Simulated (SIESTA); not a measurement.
## SIESTA run on Cs (Im-3m, 1 atom in the cell): self-consistent single point

Method of the run: GGA PBE, numerical atomic orbitals DZP, PseudoDojo PBE standard norm-conserving potentials (rewritten from UPF to PSML) (SIESTA).

Input:

```
# files in the folder: Cs.psml (PseudoDojo PBE standard)
SystemName  Cs
SystemLabel cs

NumberOfAtoms                1
NumberOfSpecies              1
%block ChemicalSpeciesLabel
  1 55 Cs
%endblock ChemicalSpeciesLabel
LatticeConstant              1.0 Ang
%block LatticeVectors
    -3.055490000    3.055490000    3.055490000
     3.055490000   -3.055490000    3.055490000
     3.055490000    3.055490000   -3.055490000
%endblock LatticeVectors
AtomicCoordinatesFormat      Ang
%block AtomicCoordinatesAndAtomicSpecies
     0.000000000    0.000000000    0.000000000  1
%endblock AtomicCoordinatesAndAtomicSpecies

XC.functional                GGA
XC.authors                   PBE
PAO.BasisSize                DZP
PAO.EnergyShift              0.01 Ry
MeshCutoff                   400 Ry
%block kgrid.MonkhorstPack
    5   0   0  0.0
    0   5   0  0.0
    0   0   5  0.0
%endblock kgrid.MonkhorstPack
OccupationFunction           FD
ElectronicTemperature        1578.21 K

MaxSCFIterations             150
SCF.Mixer.Method             Pulay
SCF.Mixer.Weight             0.25
SCF.Mixer.History            8
SCF.DM.Tolerance             1.0E-05
Diag.ParallelOverK           true
WriteForces                  true
Charge.Mulliken              end
```

The program printed (abridged):

```
reinit: Reading from file input.fdf

reinit: System Name: Cs
reinit: System Label: cs

coor:   Atomic-coordinates input format  =     Cartesian coordinates
coor:                                          (in Angstroms)

siesta: Atomic coordinates (Bohr) and species
siesta:      0.00000   0.00000   0.00000  1        1

siesta: System type = bulk

initatomlists: Number of atoms, orbitals, and projectors:      1     9    18

siesta: ******************** Simulation parameters ****************************
redata: Spin configuration                          = none
redata: Time-Reversal Symmetry                      = T
redata: Number of Atomic Species                    =        1
redata: Mesh Cutoff                                 =   400.0000 Ry
redata: Net charge of the system                    =     0.0000 |e|
redata: Min. number of SCF Iter                     =        0
redata: Max. number of SCF Iter                     =      150
redata: SCF convergence failure will abort job
redata: SCF mix quantity                            = Hamiltonian
redata: Mix DM or H after convergence               =   F
redata: Recompute H after scf cycle                 =   F
redata: Mix DM in first SCF step                    =   T
redata: No kicks to SCF
redata: DM Mixing Weight for Kicks                  =     0.5000
redata: Require Harris convergence for SCF          =   F
redata: Harris energy tolerance for SCF             =     0.000100 eV
redata: Require DM convergence for SCF              =   T
redata: DM tolerance for SCF                        =     0.000010
redata: Require EDM convergence for SCF             =   F
redata: EDM tolerance for SCF                       =     0.001000 eV
redata: Require H convergence for SCF               =   T
redata: Hamiltonian tolerance for SCF               =     0.001000 eV
redata: Require (free) Energy convergence for SCF   =   F
redata: (free) Energy tolerance for SCF             =     0.000100 eV
redata: Using DFT-D3 dispersion                     =   F
redata: Using Saved Data (generic)                  =   F
redata: Method of Calculation                       = Diagonalization
redata: Electronic Temperature                      =  1578.2100 K
redata: Number of TDED substeps                     =        3
redata: Dynamics option                             = Single-point calculation
redata: Save all siesta data in one NC              =   F
redata: ***********************************************************************

%block SCF.Mixers
  Pulay
%endblock SCF.Mixers

%block SCF.Mixer.Pulay
  # Mixing method
  method pulay
  variant stable

  # Mixing options
  weight 0.2500
  weight.linear 0.2500
  history 8
%endblock SCF.Mixer.Pulay

DM_history_depth set to one: no extrapolation allowed by default for geometry relaxation
Size of DM history Fstack: 1
Total number of electrons:     9.000000
Total ionic charge:     9.000000

* ProcessorY, Blocksize:    1  10

* Orbital distribution balance (max,min):     9     9

 Kpoints in:           75 . Kpoints trimmed:           63

siesta: k-grid: Number of k-points = 63
siesta: k-points from Monkhorst-Pack grid
siesta: k-cutoff (effective) =    13.231 Ang
siesta: k-point supercell and displacements
siesta: k-grid:     5     0     0      0.000
siesta: k-grid:     0     5     0      0.000
siesta: k-grid:     0     0     5      0.000

diag: Algorithm                                     = D&C
diag: Parallel over k                               =   F
diag: Use parallel 2D distribution                  =   F
diag: Parallel block-size                           = 10
diag: Parallel distribution                         =     1 x     1
diag: Used triangular part                          = Lower
diag: Absolute tolerance                            =  0.100E-15
diag: Orthogonalization factor                      =  0.100E-05
diag: Memory factor                                 =  1.0000

superc: Internal auxiliary supercell:     5 x     5 x     5  =     125
superc: Number of atoms, orbitals, and projectors:    125   1125   2250

                        Single-point calculation

superc: Internal auxiliary supercell:     5 x     5 x     5  =     125
superc: Number of atoms, orbitals, and projectors:    125   1125   2250

outcell: Unit cell vectors (Ang):
       -3.055490    3.055490    3.055490
        3.055490   -3.055490    3.055490
        3.055490    3.055490   -3.055490

outcell: Cell vector modules (Ang)   :    5.292264    5.292264    5.292264
outcell: Cell angles (23,13,12) (deg):    109.4712    109.4712    109.4712
outcell: Cell volume (Ang**3)        :    114.1045
new_DM -- step:     1
Initializing Density Matrix...

Attempting to read DM from file... Failed...
DM filled with atomic data:

InitMesh: MESH = 54 x 54 x 54 = 157464
InitMesh: Mesh cutoff (required, used) =   400.000   431.616 Ry

stepf: Fermi-Dirac step function

        iscf     Eharris(eV)        E_KS(eV)     FreeEng(eV)     dDmax    Ef(eV) dHmax(eV)
   scf:    1     -635.807434     -635.325748     -635.378105  0.317307 -1.992694  1.845610
   scf:    2     -635.394732     -635.361066     -635.413488  0.028441 -2.034394  1.240300
   scf:    3     -635.410076     -635.388473     -635.441004  0.054396 -2.118464  0.025034
   scf:    4     -635.388259     -635.388382     -635.440929  0.004418 -2.131110  0.072675
   scf:    5     -635.388551     -635.388476     -635.441018  0.003070 -2.126605  0.001125
   scf:    6     -635.388476     -635.388476     -635.441018  0.000068 -2.126496  0.000524
mix: Pulay -- inversion failed, > SVD [rank/size] 3 / 5
   scf:    7     -635.388476     -635.388476     -635.441018  0.000008 -2.126508  0.000330

SCF Convergence by DM+H criterion
max |DM_out - DM_in|         :     0.0000080658
max |H_out - H_in|      (eV) :     0.0003304555
SCF cycle converged after 7 iterations

Using DM_out to compute the final energy and forces

siesta: E_KS(eV) =             -635.3885

siesta: E_KS - E_eggbox =      -635.3885

siesta: Atomic forces (eV/Ang):
     1   -0.000000    0.000000   -0.000000
   Tot   -0.000000    0.000000   -0.000000
   Max    0.000000
   Res    0.000000    sqrt( Sum f_i^2 / 3N )
   Max    0.000000    constrained

Stress tensor Voigt[x,y,z,yz,xz,xy] (kbar):       -1.80       -1.80       -1.80        0.00        0.00        0.00
(Free)E + p*V (eV/cell)     -635.3128
Target enthalpy (eV/cell)     -635.4410

siesta: Program's energy decomposition (eV):
siesta: Ebs     =      -133.322434
siesta: Eions   =       951.132668
siesta: Ena     =       265.073118
siesta: Ekin    =       139.289832
siesta: Enl     =        87.399302
siesta: Eso     =         0.000000
siesta: Edftu   =         0.000000
siesta: DEna    =         9.446414
siesta: DUscf   =         0.191062
siesta: DUext   =         0.000000
siesta: Ex      =      -169.822683
siesta: Ec      =       -15.832851
siesta: Exc     =      -185.655535
siesta: Eharris =      -635.388476
siesta: Etot    =      -635.388476
siesta: FreeEng =      -635.441018

siesta: Stress tensor (static) (eV/Ang**3):
siesta:    -0.001124    0.000000    0.000000
siesta:     0.000000   -0.001124    0.000000
siesta:     0.000000    0.000000   -0.001124

siesta: Cell volume =        114.104452 Ang**3

siesta: Pressure (static):
siesta:                Solid            Molecule  Units
siesta:           0.00001224          0.00001224  Ry/Bohr**3
siesta:           0.00112390          0.00112390  eV/Ang**3
siesta:           1.80067889          1.80067889  kBar

mulliken: Atomic and Orbital Populations:

Species: Cs
Atom  Qatom  Qorb
               5s      6s      6s      5py     5pz     5px     6py     6pz
               6px
   1  9.000   2.005   0.855  -0.087   2.020   2.020   2.020   0.056   0.056
              0.056

mulliken: Qtot =        9.000

Mulliken Atomic Populations:
Atom #   charge [q] valence [e]  Species
     1    -0.000000    9.000000  Cs
 Total    -0.000000
```

The run converged in 7 iterations.

The starting cell has typed, rounded lattice constants, without a prior relaxation at this level. Its lattice was rescaled by a random factor within 2.5 % of one. Values carry the incompleteness of an atom-centred basis.
